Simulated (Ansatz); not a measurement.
C11b MoSi₂, treated with LDA in Ansatz (plane waves, PAW).

Input:

Ansatz 0.2 input:
```yaml
crystal:
  lattice:
    - [-1.5871148772, 1.5871148772, 3.888721867]
    - [1.5871148772, -1.5871148772, 3.888721867]
    - [1.5871148772, 1.5871148772, -3.888721867]
  atoms:
    - { symbol: Si, position: [0.6647349257, 0.6647349257, 0.0] }
    - { symbol: Si, position: [0.3352650743, 0.3352650743, 0.0] }
    - { symbol: Mo, position: [0.0, 0.0, 0.0] }
basis:
  ecutwfc: 520
  ecutrho_ratio: 4
  xc_grid: 2
kpoints:
  mp_grid: { grid: [24, 24, 24] }
hamiltonian:
  xc: lda
  dispersion: none
  pseudopotentials: { kind: paw }
scf:
  occupations: { method: fermi_dirac, width: 0.05 }
  convergence: { dr2_threshold: 0.0000000003 }
output:
  forces: true
  stress: true
  eigenvalues: true
```

Output (set-up and result lines):

```
Crystal: 3 atoms, lattice volume = 39.182 Å³
Basis set: ecut = 520 eV, 1079 PW (Γ), FFT grids on a1+a3, a2+a3, a3, exchange–correlation on 48×48×72 points (8 copies of the dense FFT grid, shifted against one another)
Bands: 15, of which v1, the nominal top of the filled ones, is band 11 counted from 1 (10 counted from 0)
Symmetry: 16 space group operations
Space group: I4/mmm (ITA 139), of the structure as read, at distance tolerance 3.4e-5 Å
k-points: 1063 of 13824
Functional: x = slater, c = lda
SCF iter   1: F=—  HF=-6061.929776 eV  |F-HF|=—  |Δ(HF+E_count)|=         —  Δρ=7.04e-3  dr2=1.16e-2
SCF iter   2: F=—  HF=-6061.927438 eV  |F-HF|=—  |Δ(HF+E_count)|=   2.34e-3  Δρ=3.87e-3  dr2=3.60e-3
  ...
SCF iter   6: F=—  HF=-6061.926278 eV  |F-HF|=—  |Δ(HF+E_count)|=   5.57e-7  Δρ=5.14e-6  dr2=5.23e-9
SCF iter   7: F=-6061.926278 eV  HF=-6061.926278 eV  |F-HF|=3.55e-11  |Δ(HF+E_count)|=  4.78e-10  Δρ=6.24e-7  dr2=1.17e-10
SCF 1 converged in 7 iterations: F = -6061.926278 eV  dr2 = 1.17e-10
SCF converged after 7 iterations
Free energy (F): -6061.926278 eV
Internal energy: -6061.924185 eV  (E = F + TS)
E sigma→0 (E₀):  -6061.925231 eV
Fermi energy:    16.206117 eV
--- Forces (eV/Å), atoms counted from 1 ---
  atom   1  Si     0.00000000     0.00000000     0.00197136
  atom   2  Si     0.00000000     0.00000000    -0.00197136
  atom   3  Mo     0.00000000     0.00000000     0.00000000
--- Stress (GPa, compression-positive) ---
       -0.003474       0.000000      -0.000000
        0.000000      -0.003474       0.000000
       -0.000000      -0.000000      -0.010272
  P = ⅓ Tr σ = -0.0057 GPa (-0.057 kbar)
```

The PAW data were made under PBE.

Ansatz is a program for electronic structure.
